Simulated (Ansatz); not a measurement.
**W, pressure series**

Base system: W in the bcc (W type) structure (space group Im-3m, No. 229; a = 3.169 Å).

Cell and atoms are relaxed at each pressure.

The values are results of Kohn–Sham DFT with the r2SCAN functional, run in Ansatz (a quantum-chemistry and plane-wave program) with PAW and 500 eV plane waves, no spin-orbit coupling, not measurements.

Notes on the quantities. enthalpy: H = E + PV relative to the base's energy.

| change | shortest interatomic distance | density | enthalpy |
|---|---|---|---|
| base | 5.187 bohr | 19.18 g/cm³ | – |
| pressure −2 GPa | 5.198 bohr | 19.06 g/cm³ | -0.20 eV/atom |
| pressure −1 GPa | 5.192 bohr | 19.12 g/cm³ | -0.10 eV/atom |
| pressure 3 GPa | 5.171 bohr | 19.36 g/cm³ | +0.30 eV/atom |
| pressure 7 GPa | 5.150 bohr | 19.59 g/cm³ | +0.69 eV/atom |
| pressure 15 GPa | 5.112 bohr | 20.03 g/cm³ | +1.46 eV/atom |
| pressure 30 GPa | 5.050 bohr | 20.78 g/cm³ | +2.86 eV/atom |
| pressure 50 GPa | 4.979 bohr | 21.67 g/cm³ | +4.65 eV/atom |
| pressure 75 GPa | 4.905 bohr | 22.68 g/cm³ | +6.80 eV/atom |
| pressure 100 GPa | 4.841 bohr | 23.58 g/cm³ | +8.86 eV/atom |

Load acts through the strain it causes; cell and atoms are relaxed under it. Whether these cells are dynamically stable was not tested. Competing high-pressure phases were not computed. All final runs are without spin polarisation.
